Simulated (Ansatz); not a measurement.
Defect: interstitial Y in monoclinic HfO2, charge state +3. All values below come from PBE, PAW (plane waves to 420 eV; Ansatz, a first-principles code).

Settings: 96 host sites, the relaxed PBE lattice, the Γ point alone, smearing 0.01 eV, spin-restricted, no image-charge correction. Static, classical nuclei. Spin-orbit coupling is left out. The charge state is imposed; whether it is stable for some Fermi level was not computed. Sites that were not tried may lie lower.

Barriers: single points on a 2×2×2 k-point mesh shifted by half a step at the bands' geometries.

Relaxed starting cell (atoms counted from 1):

```yaml
crystal:
  lattice:
    - [10.32305, 0.00000, 0.00000]
    - [0.00000, 10.42402, 0.00000]
    - [-1.79660, 0.00000, 10.55307]
  atoms:
    - { symbol: Hf, position: [0.13546, 0.22611, 0.35521] }
    - { symbol: Hf, position: [0.13784, 0.22824, 0.85574] }
    - { symbol: Hf, position: [0.13272, 0.73145, 0.35940] }
    - { symbol: Hf, position: [0.13390, 0.73473, 0.85355] }
    - { symbol: Hf, position: [0.63662, 0.22928, 0.35471] }
    - { symbol: Hf, position: [0.63855, 0.22918, 0.85236] }
    - { symbol: Hf, position: [0.64470, 0.73567, 0.35447] }
    - { symbol: Hf, position: [0.63983, 0.73025, 0.85008] }
    - { symbol: Hf, position: [0.35753, 0.25183, 0.14525] }
    - { symbol: Hf, position: [0.36021, 0.26379, 0.65464] }
    - { symbol: Hf, position: [0.36032, 0.78918, 0.14501] }
    - { symbol: Hf, position: [0.36391, 0.77283, 0.65094] }
    - { symbol: Hf, position: [0.86297, 0.27018, 0.14648] }
    - { symbol: Hf, position: [0.86143, 0.26900, 0.64423] }
    - { symbol: Hf, position: [0.86338, 0.77553, 0.14622] }
    - { symbol: Hf, position: [0.85917, 0.77514, 0.64403] }
    - { symbol: Hf, position: [0.34160, 0.47672, 0.43551] }
    - { symbol: Hf, position: [0.36421, 0.47722, 0.89771] }
    - { symbol: Hf, position: [0.36313, 0.97836, 0.39975] }
    - { symbol: Hf, position: [0.36465, 0.97929, 0.89439] }
    - { symbol: Hf, position: [0.86255, 0.47981, 0.39431] }
    - { symbol: Hf, position: [0.86911, 0.47956, 0.88765] }
    - { symbol: Hf, position: [0.86119, 0.98250, 0.39594] }
    - { symbol: Hf, position: [0.85977, 0.98076, 0.89439] }
    - { symbol: Hf, position: [0.13243, 0.02088, 0.10341] }
    - { symbol: Hf, position: [0.13670, 0.02085, 0.60449] }
    - { symbol: Hf, position: [0.13036, 0.52131, 0.10894] }
    - { symbol: Hf, position: [0.12816, 0.52139, 0.61766] }
    - { symbol: Hf, position: [0.64133, 0.02311, 0.10273] }
    - { symbol: Hf, position: [0.63693, 0.02268, 0.60384] }
    - { symbol: Hf, position: [0.66579, 0.52180, 0.08756] }
    - { symbol: Hf, position: [0.64167, 0.52125, 0.60228] }
    - { symbol: O, position: [0.03396, 0.08524, 0.42333] }
    - { symbol: O, position: [0.03217, 0.08599, 0.92419] }
    - { symbol: O, position: [0.03617, 0.58408, 0.42882] }
    - { symbol: O, position: [0.04524, 0.58317, 0.92524] }
    - { symbol: O, position: [0.53247, 0.08751, 0.42536] }
    - { symbol: O, position: [0.53473, 0.08668, 0.92345] }
    - { symbol: O, position: [0.53021, 0.58299, 0.41703] }
    - { symbol: O, position: [0.54086, 0.58455, 0.92302] }
    - { symbol: O, position: [0.48115, 0.40503, 0.07125] }
    - { symbol: O, position: [0.46640, 0.41128, 0.58341] }
    - { symbol: O, position: [0.46721, 0.91940, 0.07433] }
    - { symbol: O, position: [0.46693, 0.91347, 0.57639] }
    - { symbol: O, position: [0.96414, 0.41647, 0.07506] }
    - { symbol: O, position: [0.95993, 0.41811, 0.57850] }
    - { symbol: O, position: [0.96484, 0.91669, 0.07498] }
    - { symbol: O, position: [0.96585, 0.91571, 0.57479] }
    - { symbol: O, position: [0.46442, 0.33720, 0.32744] }
    - { symbol: O, position: [0.46742, 0.33486, 0.82716] }
    - { symbol: O, position: [0.46931, 0.83789, 0.32386] }
    - { symbol: O, position: [0.46821, 0.83526, 0.82654] }
    - { symbol: O, position: [0.96715, 0.33642, 0.32617] }
    - { symbol: O, position: [0.96920, 0.33527, 0.82465] }
    - { symbol: O, position: [0.96530, 0.83876, 0.32548] }
    - { symbol: O, position: [0.96382, 0.83790, 0.82487] }
    - { symbol: O, position: [0.03519, 0.16706, 0.17432] }
    - { symbol: O, position: [0.03557, 0.16578, 0.67356] }
    - { symbol: O, position: [0.03615, 0.66878, 0.17576] }
    - { symbol: O, position: [0.03066, 0.66899, 0.67650] }
    - { symbol: O, position: [0.53306, 0.16203, 0.17524] }
    - { symbol: O, position: [0.53281, 0.16318, 0.67597] }
    - { symbol: O, position: [0.54738, 0.67317, 0.16740] }
    - { symbol: O, position: [0.53384, 0.66333, 0.67138] }
    - { symbol: O, position: [0.21341, 0.36282, 0.50199] }
    - { symbol: O, position: [0.23172, 0.36550, 0.99495] }
    - { symbol: O, position: [0.22618, 0.86796, 0.49105] }
    - { symbol: O, position: [0.22514, 0.86772, 0.98987] }
    - { symbol: O, position: [0.72303, 0.37288, 0.48531] }
    - { symbol: O, position: [0.73163, 0.37406, 0.98247] }
    - { symbol: O, position: [0.72412, 0.87458, 0.48843] }
    - { symbol: O, position: [0.72362, 0.87248, 0.98876] }
    - { symbol: O, position: [0.27395, 0.12039, 0.01053] }
    - { symbol: O, position: [0.27587, 0.12580, 0.51192] }
    - { symbol: O, position: [0.29568, 0.61608, 0.04113] }
    - { symbol: O, position: [0.27162, 0.62391, 0.52898] }
    - { symbol: O, position: [0.77583, 0.13117, 0.01073] }
    - { symbol: O, position: [0.77480, 0.12962, 0.51000] }
    - { symbol: O, position: [0.78904, 0.63379, 0.00335] }
    - { symbol: O, position: [0.77336, 0.63176, 0.50700] }
    - { symbol: O, position: [0.27495, 0.12247, 0.26152] }
    - { symbol: O, position: [0.27625, 0.12207, 0.76330] }
    - { symbol: O, position: [0.27558, 0.62502, 0.28072] }
    - { symbol: O, position: [0.27383, 0.62431, 0.77474] }
    - { symbol: O, position: [0.77594, 0.12479, 0.26025] }
    - { symbol: O, position: [0.77560, 0.12226, 0.75997] }
    - { symbol: O, position: [0.78180, 0.62334, 0.25680] }
    - { symbol: O, position: [0.77739, 0.62118, 0.75601] }
    - { symbol: O, position: [0.23193, 0.38513, 0.24408] }
    - { symbol: O, position: [0.22518, 0.38022, 0.74580] }
    - { symbol: O, position: [0.22446, 0.88241, 0.23972] }
    - { symbol: O, position: [0.22476, 0.88084, 0.74042] }
    - { symbol: O, position: [0.72412, 0.38293, 0.23488] }
    - { symbol: O, position: [0.72622, 0.37928, 0.73536] }
    - { symbol: O, position: [0.72544, 0.88154, 0.23972] }
    - { symbol: O, position: [0.72308, 0.87954, 0.73752] }
    - { symbol: Y, position: [0.43843, 0.51925, 0.22080] }
```
Cell charge +3.

End state 1 differs by these moves (Å; atoms that move under 0.08 Å are left out):

```
atom  element     Δx     Δy     Δz
----  -------  -----  -----  -----
5          Hf   0.03  -0.18   0.01
7          Hf  -0.02   0.15   0.01
8          Hf   0.01   0.08  -0.04
9          Hf  -0.02   0.15   0.01
10         Hf   0.01   0.08  -0.04
11         Hf   0.03  -0.18   0.01
17         Hf  -0.03   0.03  -0.23
21         Hf   0.08   0.01  -0.03
27         Hf   0.08   0.01  -0.03
31         Hf  -0.03   0.03  -0.23
39          O  -0.14   0.14   0.13
40          O  -0.06   0.06  -0.06
41          O  -0.14   0.14   0.13
42          O  -0.06   0.06  -0.06
49          O  -0.13  -0.09   0.06
63          O  -0.13  -0.09   0.06
69          O  -0.14   0.13  -0.27
70          O  -0.01   0.04  -0.11
75          O  -0.14   0.13  -0.27
76          O  -0.01   0.04  -0.11
83          O   0.03  -0.07  -0.16
84          O   0.02  -0.02  -0.10
87          O  -0.14  -0.07   0.00
89          O  -0.14  -0.07   0.00
93          O   0.03  -0.07  -0.16
94          O   0.02  -0.02  -0.10
97          Y   1.17  -0.38   0.62
```

Q: Give the forward and backward barriers to end state 1 at the level PBE, PAW.

A: forward 0.57 eV, backward 0.57 eV; at the saddle point atom 97 has neighbours 2 O at 2.12, 2 O at 2.13, 2 O at 2.46 Å. The saddle point's order was not checked, and it lies on a symmetry element of the cell, where a band can be held.

End state 2 differs by these moves (Å; atoms that move under 0.08 Å are left out):

```csv
atom,element,Δx,Δy,Δz
3,Hf,-0.06,-0.01,0.09
4,Hf,-0.05,-0.04,0.06
8,Hf,0.29,0.00,-0.13
9,Hf,0.05,0.23,0.05
10,Hf,0.06,0.09,-0.11
11,Hf,-0.27,-0.15,0.43
16,Hf,0.11,-0.03,-0.07
17,Hf,0.29,0.03,-0.37
18,Hf,-0.04,-0.15,-0.03
19,Hf,-0.04,0.10,0.05
20,Hf,-0.08,0.22,0.01
22,Hf,-0.08,-0.03,0.09
28,Hf,0.08,-0.04,-0.15
31,Hf,-0.25,-0.06,0.18
36,O,-0.10,0.00,0.00
40,O,0.07,-0.06,-0.06
41,O,-0.13,0.09,0.03
42,O,0.03,0.06,-0.07
51,O,-0.05,0.03,0.10
52,O,0.14,0.12,-0.06
55,O,-0.06,-0.05,0.03
60,O,0.15,0.00,-0.01
63,O,-0.18,-0.04,-0.01
64,O,0.07,0.04,0.02
65,O,0.14,0.09,-0.12
66,O,-0.07,0.04,-0.06
70,O,-0.08,-0.04,0.08
73,O,0.01,0.09,0.01
75,O,-0.19,0.11,-0.11
79,O,-0.08,-0.05,0.04
82,O,-0.02,0.10,-0.03
84,O,0.19,0.12,0.17
87,O,-0.09,-0.03,0.00
88,O,0.12,-0.03,-0.03
91,O,-0.14,0.07,0.13
92,O,0.06,0.06,0.05
96,O,0.09,-0.02,-0.05
97,Y,0.45,2.23,-2.64
```

Q: Estimate the forward and backward barriers to end state 2 that PBE, PAW returns for this input.

A: forward 4.14 eV, backward 4.14 eV; at the saddle point atom 97 has neighbours O at 1.98, O at 2.05, O at 2.10, O at 2.13 Å. The saddle point's order was not checked.
